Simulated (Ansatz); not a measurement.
Data:

```
BeS
1.0
    0.00000     2.45150     2.45150
    2.37595     0.00000     2.45150
    2.37595     2.45150     0.00000
S Be
1 1
Direct
  0.75000   0.75000   0.75000
  0.00000   0.00000   0.00000
```

No spin polarisation.

The values are results of plane-wave PAW DFT at the r2SCAN level (Ansatz, a first-principles code, 500 eV), no SOC, not measurements. Γ-centred 12×12×12 mesh, Fermi–Dirac width 0.05 eV.

Task: Predict the smallest direct gap and space group.

Result: The smallest direct gap is 6.10 eV and the space group is I-4m2 (No. 119).

Load acts through the strain it causes; cell and atoms are relaxed under it. Stability under load was not tested beyond the relaxation. The cell was made from BeS in the zinc blende structure (space group F-43m, No. 216) by this change: uniaxial stress, 3 GPa compression along x.
